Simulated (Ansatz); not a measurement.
**ZnGeP2 in the chalcopyrite structure (space group I-42d, No. 122)**

```xyz
8
Lattice="-2.7500 2.7500 5.4226 2.7500 -2.7500 5.4226 2.7500 2.7500 -5.4226" Properties=species:S:1:pos:R:3 pbc="T T T"
Zn     0.0000     2.7500     2.7113
Zn     0.0000     0.0000     0.0000
Ge     2.7500     0.0000     2.7113
Ge     0.0000     0.0000     5.4226
P      1.3750     1.3932    -1.3556
P      1.3750     1.3568     4.0669
P      4.1068     1.3750     1.3556
P     -1.3568     1.3750     6.7782
```

Computed with PBE, PAW, 420 eV (Ansatz, an electronic-structure program; spin-orbit coupling left out), earlier PAW set. k-mesh 9×9×9 (Γ-centred); smearing 0.05 eV (Fermi–Dirac).

| Property | Value |
|---|---|
| Volume per atom | 20.50 Å³ |
| Density | 4.05 g/cm³ |
| Band gap | 1.14 eV (uncertain: the edges found on the path are not clean extrema) |
| Total energy | -2281.576 eV/atom (σ→0; compares only within this code and set-up) |

Gaps are Kohn–Sham eigenvalue differences; semilocal functionals usually give less than the measured gap. No phonon test of stability was made.
